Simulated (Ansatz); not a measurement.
The reference is YN in the rock salt structure (space group Fm-3m, No. 225; a = 4.820 Å).

Calculations: Kohn–Sham DFT with the LDA functional, run in Ansatz (a quantum-chemistry and plane-wave program) with PAW and 420 eV plane waves, no spin-orbit coupling.

Strains are applied to the cell and any free atomic positions relax.

One change was made to it. Results:

The pressure goes from zero to -5.1 GPa; the energy grows by 7.0 meV/atom.

Problem. Name the change that was made.
A. isotropic strain +1.50 %
B. isotropic strain +2.50 %
C. isotropic strain −2.00 %
D. isotropic strain +1.00 %

Solution. D, isotropic strain +1.00 %. For comparison, the energy relative to the base in the other runs: isotropic strain +1.50 % gives +15 meV/atom; isotropic strain +2.50 % gives +41 meV/atom; isotropic strain −2.00 % gives +31 meV/atom.

A case with no gap was solved on a k-mesh chosen for an insulator, which is coarse for it. No phonon test of stability was made. The final runs are not spin-polarised. Gaps under 0.05 eV, about the width of the smearing, are given as zero.
